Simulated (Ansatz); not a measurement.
# rocksalt MgO (Fm-3m) under uniaxial stress along [111]

Cell and atoms are relaxed with r2SCAN to each stress (compression positive); bands and masses by r2SCAN, rigid bands (plane waves, PAW, scalar-relativistic; Ansatz, an electronic-structure program). Strains are changes of length against the unloaded cell.

```
CELL_PARAMETERS angstrom
      0.00000     2.10220     2.10220
      2.10220     0.00000     2.10220
      2.10220     2.10220     0.00000
ATOMIC_POSITIONS crystal
  Mg 0.00000 0.00000 0.00000
  O  0.50000 0.50000 0.50000
```

```csv
stress (GPa),strain [111] (%),strain [1−10] (%),gap (eV),mean mₑ*
-2.00,0.56,-0.08,5.625,0.37
-1.00,0.28,-0.04,5.658,0.37
0,0,0,5.686,0.37
1.00,-0.28,0.04,5.689,0.37
2.00,-0.56,0.08,5.692,0.37
```

[111] is the direction of the load; [11−2] strains as [1−10]. Masses are conductivity masses at 300 K in electron masses, harmonic means over x, y and z.

Q: From the two loads next to zero, find the Young modulus and the ratio of transverse to axial strain.

A: Between -1.00 and 1.00 GPa the strain along [111] changes by -0.56 % and that along [1−10] by 0.08 %. The modulus is 2.00/0.0056 = 360 GPa and the ratio of the strains 0.14 (r2SCAN, atoms relaxed).

Q: How fast does the gap move on either side of zero load?

A: Under tension, (5.625 − 5.686) eV over -2.00 GPa = 30 meV/GPa, or about -11 eV per unit strain; under compression, (5.692 − 5.686) eV over 2.00 GPa = 3 meV/GPa, or about -1.1 eV per unit strain. The two slopes part by 27 meV/GPa; gaps are resolved to about 0.01 eV, which allows 10 meV/GPa, so they differ.

Masses are those of dilute carriers in rigid bands with one relaxation time, without polarons. Third decimals of gaps are kept for the arithmetic. Spin-orbit coupling is left out. Every relaxation keeps the rocksalt phase (space group R-3m under this load), so a transition, a distortion that breaks the symmetry or fracture can't show.
